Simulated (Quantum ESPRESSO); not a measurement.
A relaxation of the atoms of Tc (P-3m1, 2 atoms in the cell) with Quantum ESPRESSO.

Method of the run: PBEsol, SSSP 1.1.2 efficiency (PBE) pseudopotentials (plane waves; Quantum ESPRESSO 7.5).

This input was run:

```fortran
&control
  calculation = 'relax',
  prefix = 'run',
  outdir = './out',
  pseudo_dir = './',
  forc_conv_thr = 3.9e-05,
/
&system
  ibrav = 0,
  nat = 2,
  ntyp = 1,
  ecutwfc = 60,
  occupations = 'smearing',
  smearing = 'gauss',
  degauss = 0.0073499,
  input_dft = 'pbesol',
/
&electrons
  conv_thr = 1.0d-9,
/
&ions
/
ATOMIC_SPECIES
Tc    97.9072  Tc_ONCV_PBE-1.0.oncvpsp.upf
CELL_PARAMETERS angstrom
   1.3631499832    -2.3610450292     0.0000000000
   1.3631499832     2.3610450292     0.0000000000
   0.0000000000     0.0000000000     4.3680500000
ATOMIC_POSITIONS angstrom
Tc    1.3631499832    0.7870150097    1.2420113370
Tc    1.3631499832   -0.7870150097    3.2760375000
K_POINTS automatic
12 12 7  0 0 0
```

The program printed (abridged):

```
     Self-consistent Calculation

     iteration #  1     ecut=    60.00 Ry     beta= 0.70

     Threshold (ethr) on eigenvalues was too large:
     Diagonalizing with lowered threshold

     total energy              =    -322.21324650 Ry
     estimated scf accuracy    <       0.09487987 Ry

     iteration #  2     ecut=    60.00 Ry     beta= 0.70

     total energy              =    -322.23220952 Ry
     estimated scf accuracy    <       0.04409021 Ry

     iteration #  3     ecut=    60.00 Ry     beta= 0.70

     total energy              =    -322.24370014 Ry
     estimated scf accuracy    <       0.00643051 Ry

   [... 4 blocks of this kind left out ...]

     iteration #  8     ecut=    60.00 Ry     beta= 0.70

     total energy              =    -322.24485923 Ry
     estimated scf accuracy    <       0.00000004 Ry

     iteration #  9     ecut=    60.00 Ry     beta= 0.70
     End of self-consistent calculation

     Number of k-points >= 100: set verbosity='high' to print the bands.

     the Fermi energy is    23.1346 ev

!    total energy              =    -322.24485924 Ry
     estimated scf accuracy    <          6.5E-10 Ry
     smearing contrib. (-TS)   =      -0.00055527 Ry
     internal energy E=F+TS    =    -322.24430397 Ry

     convergence has been achieved in   9 iterations

     Forces acting on atoms (cartesian axes, Ry/au):

     atom    1 type  1   force =     0.00000000    0.00000000   -0.02887200
     atom    2 type  1   force =     0.00000000    0.00000000    0.02887200

     Total force =     0.040831     Total SCF correction =     0.000085

     BFGS Geometry Optimization
     Energy error            =      1.7E-03 Ry
     Gradient error          =      2.9E-02 Ry/Bohr

   [... lines left out ...]
     the Fermi energy is    23.1306 ev
!    total energy              =    -322.24743209 Ry
     Total force =     0.000014     Total SCF correction =     0.000011
     bfgs converged in  10 scf cycles and   9 bfgs steps
   [... lines left out ...]
     (criteria: energy <  1.0E-04 Ry, force <  3.9E-05 Ry/Bohr)

     End of BFGS Geometry Optimization

     Final energy             =    -322.2474320900 Ry

     File ./out/run.bfgs deleted, as requested
Begin final coordinates

ATOMIC_POSITIONS (angstrom)
Tc               1.3631499832        0.7870150097        1.1676855729
Tc               1.3631499832       -0.7870150097        3.3503632641
End final coordinates

   JOB DONE.
```

The run converged.  The full log also holds: “SCF correction compared to forces is large: reduce conv_thr to get better values”.

Summary of the result:
* **Free energy E − TS**: -4384.3997 eV
* **Fermi level (on the code's own zero)**: 23.13 eV
* **Relaxation steps**: 9

The starting cell has typed, rounded lattice constants, without a prior relaxation at this level. Its lattice was rescaled by up to half a per cent. For this run, on top of that: one atom moved by 0.15 angstrom. Spin polarisation is off. The relaxation keeps the symmetry of its start, so its end need not be a minimum.

Cost on one core of a shared machine: roughly 4 min.
